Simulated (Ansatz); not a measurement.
Consider SrTiO3 in the cubic perovskite structure (space group Pm-3m, No. 221; a = 3.936 Å).

Modification: the cell is scaled by 1.0087 in all directions; the atoms relax in the strained cell.

Levels (all Ansatz, a quantum-chemistry and plane-wave program, PAW, earlier PAW set): PBE (420 eV, no SOC); r2SCAN (500 eV, no SOC); HSE06 (420 eV, spin-orbit coupling left out); PBE+SOC (420 eV, noncollinear with spin-orbit coupling).

One geometry, relaxed with PBE, under each level:

Notes on the quantities. electron mass: degenerate bands, along [100]; hole mass: degenerate bands, along [100].

```csv
level,band gap,lowest conduction level above the VBM at special points,electron mass,hole mass,pressure
PBE,1.79 eV,Γ 1.79 eV; X 1.94 eV; M 3.56 eV; R 4.18 eV,–,–,-4.18 GPa
r2SCAN,2.15 eV,Γ 2.15 eV; X 2.29 eV; M 3.89 eV; R 4.53 eV,–,–,-8.20 GPa
HSE06,…,…,–,–,–
PBE+SOC,1.78 eV,Γ 1.78 eV; X 1.93 eV; M 3.54 eV; R 4.16 eV,"0.41, 1.1 mₑ (at Γ)","0.83, 2.2 mₑ (at R)",-4.18 GPa
```

**Question.** Give the withheld HSE06 results.

**Answer.** 
- HSE06, band gap: 3.21 eV
- HSE06, lowest conduction level above the VBM at special points: Γ 3.21 eV; X 3.37 eV; M 5.17 eV

Single points use the geometry relaxed with PBE. Their cutoffs differ, which shifts pressures a little. HSE06 was sampled on its mesh, a few special points and the semilocal edge points, so its gap is an upper bound. Differences between runs with and without spin-orbit coupling are approximate. Effective masses come from finite differences of ±0.01 Å⁻¹. Stability against distortions was not tested. The runs without spin-orbit coupling are not spin-polarised. Many cubic perovskites are stable only at high temperature; tilts and polar distortions were not tested.
